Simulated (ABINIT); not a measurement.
Input and output of a self-consistent single point for CdF2 (Fm-3m, 3 atoms in the cell) (ABINIT).

Method: PBE, PAW (JTH v2.0 PBE PAW) (plane waves; ABINIT).

The change in words: lattice scaled by 0.98. Reference geometry:
```
CELL_PARAMETERS angstrom
      0.00000     2.69500     2.69500
      2.69500     0.00000     2.69500
      2.69500     2.69500     0.00000
ATOMIC_POSITIONS crystal
  Cd 0.00000 0.00000 0.00000
  F  0.25000 0.25000 0.25000
  F  0.75000 0.75000 0.75000
```

Reference input (self-consistent single point, DFT, PBE, plane waves, PAW (JTH v2.0 PBE PAW)): pseudos = [Cd.GGA_PBE-JTH.xml, F.GGA_PBE-JTH.xml]; ecut = 24 Ha; pawecutdg = 48 Ha; pawxcdev = 0; occopt = 3; tsmear = 0.00183747 Ha; ngkpt = 7 7 7; nshiftk = 1; shiftk = 0 0 0; potentials = JTH v2.0 PBE PAW; nband = 18; kptopt = 1. This run's input differs from it in these lines:

```diff
@@ -3,6 +3,6 @@
 pseudos "Cd.GGA_PBE-JTH.xml, F.GGA_PBE-JTH.xml"
-acell 7.2023236679 7.2023236679 7.2023236679
+acell 7.0582771945 7.0582771945 7.0582771945
 rprim
-         0.0000000000    0.7071067812    0.7071067812
-         0.7071067812    0.0000000000    0.7071067812
+        -0.0000000000    0.7071067812    0.7071067812
+         0.7071067812   -0.0000000000    0.7071067812
          0.7071067812    0.7071067812   -0.0000000000
@@ -14,4 +14,4 @@
          0.0000000000    0.0000000000    0.0000000000
-         1.3475000000    1.3475000000    1.3475000000
-         4.0425000000    4.0425000000    4.0425000000
+         1.3205500000    1.3205500000    1.3205500000
+         3.9616500000    3.9616500000    3.9616500000
       Angstrom
```

The program printed (abridged):

```
--- !BeginCycle
solver: {iscf: 17, nstep: 80, nline: 4, wfoptalg: 10, }
tolerances: {toldfe: 1.00E-09, }
...

     iter   Etot(hartree)      deltaE(h)  residm     nres2
 ETOT  1  -96.293481077027    -9.629E+01 3.235E-01 2.751E+01
 ETOT  2  -96.405122833957    -1.116E-01 7.799E-02 9.785E+00
 ETOT  3  -96.399980415111     5.142E-03 1.049E-02 5.974E-01
 ETOT  4  -96.400339956595    -3.595E-04 7.212E-02 9.466E-02
 ETOT  5  -96.400389338594    -4.938E-05 3.187E-02 3.860E-03
   [... 3 lines left out ...]
 ETOT  9  -96.400418871763    -3.060E-08 2.326E-02 1.430E-07
 ETOT 10  -96.400418873189    -1.425E-09 7.661E-03 1.069E-09
 ETOT 11  -96.400418873244    -5.562E-11 1.195E-02 2.288E-10
 ETOT 12  -96.400418873250    -6.196E-12 1.278E-02 1.708E-11
 At SCF step   12, etot is converged :
  for the second time, diff in etot=  6.196E-12 < toldfe=  1.000E-09

 Cartesian components of stress tensor (hartree/bohr^3)
  sigma(1 1)= -4.38994873E-04  sigma(3 2)=  0.00000000E+00
  sigma(2 2)= -4.38994873E-04  sigma(3 1)=  0.00000000E+00
  sigma(3 3)= -4.38994873E-04  sigma(2 1)=  0.00000000E+00

 ----iterations are completed or convergence reached----

 reduced coordinates (array xred) for    3 atoms
       0.000000000000      0.000000000000      0.000000000000
       0.250000000000      0.250000000000      0.250000000000
       0.750000000000      0.750000000000      0.750000000000
 cartesian forces (eV/Angstrom) at end:
    1      0.00000000000000     0.00000000000000    -0.00000000000000
    2     -0.00000000000000     0.00000000000000     0.00000000000000
   [... lines left out ...]
 Fermi (or HOMO) energy (hartree) =   0.13916   Average Vxc (hartree)=  -0.37691
   [... lines left out ...]
'-kT*entropy'       :  2.02053655921773E-15
total_energy        : -9.64004193370848E+01
total_energy_eV     : -2.62318881484638E+03
...

-Cartesian components of stress tensor (GPa)         [Pressure=  1.2916E+01 GPa]
- sigma(1 1)= -1.29156729E+01  sigma(3 2)=  0.00000000E+00
- sigma(2 2)= -1.29156729E+01  sigma(3 1)=  0.00000000E+00
- sigma(3 3)= -1.29156729E+01  sigma(2 1)=  0.00000000E+00

 Calculation completed.
```

The run converged in 12 iterations. Against the reference run the free energy rises by 43.8 meV/atom, the pressure goes from 4.67 to 12.92 GPa and the gap on the mesh goes from 3.127 to 3.345 eV.

The starting cell has typed, rounded lattice constants, without a prior relaxation at this level. For this run, on top of that: lattice scaled by 0.98. With a pressure of about 13 GPa the cell is away from its equilibrium volume at this level.

Cost on one core of a shared machine: roughly 40 s.
